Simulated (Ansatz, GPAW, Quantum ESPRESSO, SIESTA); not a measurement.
One structure in several programs: NaMg6Si (P1, 8 atoms in the cell)

Self-consistent single point, at a second geometry (atoms moved at random). First geometry:

```
CELL_PARAMETERS angstrom
      5.01920     0.00000     0.00000
      0.00000     3.16927     5.55771
      0.00000    -3.16927     5.55771
ATOMIC_POSITIONS crystal
  Na 0.50000 0.66692 0.66692
  Mg 0.50000 0.66805 0.16499
  Mg 0.50000 0.16499 0.66805
  Mg 0.00000 0.83984 0.32912
  Mg 0.00000 0.32912 0.83984
  Mg 0.00000 0.33157 0.33157
  Mg 0.00000 0.83494 0.83494
  Si 0.50000 0.16458 0.16458
```

Second geometry:
```yaml
crystal:
  lattice:
    - [5.01920, 0.00000, 0.00000]
    - [0.00000, 3.16927, 5.55771]
    - [0.00000, -3.16927, 5.55771]
  atoms:
    - { symbol: Na, position: [0.48336, 0.65972, 0.67178] }
    - { symbol: Mg, position: [0.50871, 0.67217, 0.16040] }
    - { symbol: Mg, position: [0.49488, 0.16693, 0.66897] }
    - { symbol: Mg, position: [0.00294, 0.83487, 0.33162] }
    - { symbol: Mg, position: [0.00834, 0.33737, 0.82701] }
    - { symbol: Mg, position: [0.00156, 0.33015, 0.33639] }
    - { symbol: Mg, position: [0.99797, 0.83966, 0.84598] }
    - { symbol: Si, position: [0.50223, 0.15913, 0.15787] }
```

Shared settings, as Ansatz (a quantum-chemistry and plane-wave program) writes them: kpoints.mp_grid.grid = 4 3 3; scf.occupations.method = gaussian; scf.occupations.width = 0.01 Ry. Potentials and cutoffs stand in the table.

```csv
code,model,ΔF from the first geometry (meV/atom),pressure (GPa),largest force (eV/Å),cutoff
SIESTA,"GGA PBEsol, numerical atomic orbitals DZP, PseudoDojo PBEsol standard norm-conserving potentials (rewritten from UPF to PSML)",12.4,1.81,0.650,grid 400 Ry
Quantum ESPRESSO,"PBEsol, GBRV 1.5 ultrasoft (PBESOL) pseudopotentials",9.1,-0.54,0.525,40 Ry
Ansatz,"PBEsol, PAW files made with PBE",9.1,-0.56,0.524,default
GPAW,"PBEsol, GPAW PAW datasets PBEsol (made by gpaw-setup)",9.1,-0.56,0.524,850 eV
```

Size of the force on each atom (eV/Å): Sizes of forces hide their directions.

| code | Na1 | Mg2 | Mg3 | Mg4 | Mg5 | Mg6 | Mg7 | Si8 |
|---|---|---|---|---|---|---|---|---|
| SIESTA | 0.445 | 0.271 | 0.250 | 0.440 | 0.650 | 0.456 | 0.369 | 0.089 |
| Quantum ESPRESSO | 0.368 | 0.182 | 0.169 | 0.371 | 0.525 | 0.324 | 0.225 | 0.036 |
| Ansatz | 0.368 | 0.182 | 0.169 | 0.370 | 0.524 | 0.324 | 0.226 | 0.036 |
| GPAW | 0.369 | 0.183 | 0.170 | 0.369 | 0.524 | 0.323 | 0.225 | 0.036 |

The spread over the programs that give each value: ΔF from the first geometry within 3.3 meV/atom; pressure within 2.37 GPa; largest force within 0.126 eV/Å.

SIESTA uses small atom-centred bases, whose incompleteness enters pressures, forces and empty levels differently from a plane-wave cutoff. Ansatz's pressure is given at a fixed set of plane waves, as the other plane-wave codes print theirs. In the pressure, SIESTA (by 2.37) lies more than 1 GPa from the median of the plane-wave programs. In the force vectors, SIESTA (by 0.155) lies more than 0.08 eV/Å from the median of the plane-wave programs.

The starting cell comes from a database of computed structures (which also holds hypothetical and non-ambient phases and stackings), without a prior relaxation at this level. For this run, on top of that: atoms moved at random.

Left out of this page: CP2K (unsound by tests on forces, stress, charge or solver warnings).

Keys are those of Ansatz 0.2.
